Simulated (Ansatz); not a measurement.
# Converging the k-point mesh: a (001) slab of Al2Ru (cut from a parent of space group no. 70; 12 atoms in the cell)

```
CELL_PARAMETERS angstrom
      4.65489     0.00000     0.00000
     -6.90817     4.07317     0.00000
      0.00000     0.00000    20.62030
ATOMIC_POSITIONS crystal
  Al 0.50000 0.32906 0.33947
  Al 0.50000 0.67094 0.33947
  Al 0.00000 0.17094 0.66053
  Al 0.00000 0.82906 0.66053
  Al 0.50000 0.82906 0.55351
  Al 0.50000 0.17094 0.55351
  Al 0.00000 0.67094 0.44649
  Al 0.00000 0.32906 0.44649
  Ru 0.50000 0.00000 0.33947
  Ru 0.00000 0.50000 0.66053
  Ru 0.50000 0.50000 0.55351
  Ru 0.00000 0.00000 0.44649
```

Method of the run: LDA (PW92), default PAW files made with PBE (plane waves; Ansatz, a quantum-chemistry and plane-wave program).

Base settings: basis.ecutwfc = 420 eV; kpoints.mp_grid.grid = 6 3 1; hamiltonian.xc = lda; hamiltonian.pseudopotentials = {kind: paw} (the program's default PAW files); scf.occupations.method = fermi_dirac; scf.occupations.width = 0.1 eV.

Only quantities that move along the ladder and can be compared are tabulated.

The count of work is k-points × plane waves × bands × iterations; it is no time. Core times come from one kind of shared machine, to one figure; runs under 30 s give none.

The starting cell comes from a database of computed structures (which also holds hypothetical and non-ambient phases and stackings), without a prior relaxation at this level. The slab is cut from that crystal, and its faces are unrelaxed. Its lattice was rescaled by up to half a per cent. Spin polarisation is off. In the base run, forces exceed 1 eV/Å. Without a gap this mesh is coarse (it stands for a supercell whose shortest in-plane vector is 14 Å).

| kpoints.mp_grid.grid | free energy less the last step's (meV/atom) | largest difference of a force vector from the last step's (eV/Å) | count of work / last | core time / last (rough) |
|---|---|---|---|---|
| 3 2 1 | -14.26 | 0.086 | 0.015 | – |
| 4 2 1 | -16.03 | 0.164 | 0.022 | – |
| 4 3 1 | -13.73 | 0.095 | 0.026 | – |
| 5 3 1 | -4.96 | 0.057 | 0.029 | – |
| 6 3 1 | -0.96 | 0.049 | 0.037 | – |
| 6 4 1 | 0.85 | 0.037 | 0.051 | – |
| 7 5 1 | 1.18 | 0.031 | 0.066 | – |
| 9 5 1 | 0.94 | 0.018 | 0.085 | – |
| 10 6 1 | 0.22 | 0.009 | 0.12 | – |
| 12 7 1 | -0.12 | 0.010 | 0.16 | 0.1 |
| 14 8 1 | -0.16 | 0.002 | 0.21 | 0.2 |
| 16 10 1 | 0.05 | 0.002 | 0.30 | 0.3 |
| 19 11 1 | 0.03 | 0.001 | 0.39 | 0.3 |
| 22 13 1 | -0.01 | 0.001 | 0.53 | 0.5 |
| 26 15 1 | 0.00 | 0.001 | 0.72 | 0.6 |
| 30 18 1 | 0.00 | 0.000 | 1.0 | 1 |

Coarsest kpoints.mp_grid.grid that holds the forces within 0.02 eV/Å of the last step, with all finer ones: 9 5 1, at 0.085 of the last step's count of work; the step before is off by 0.031 eV/Å.

Coarsest kpoints.mp_grid.grid that holds the free energy within 2 meV/atom of the last step, with all finer ones: 6 3 1, at 0.037 of the last step's count of work; the step before is off by 5.0 meV/atom.

Left out of this page: 1 run of the series stopped by limits of time or memory.

Keys are those of Ansatz 0.2.
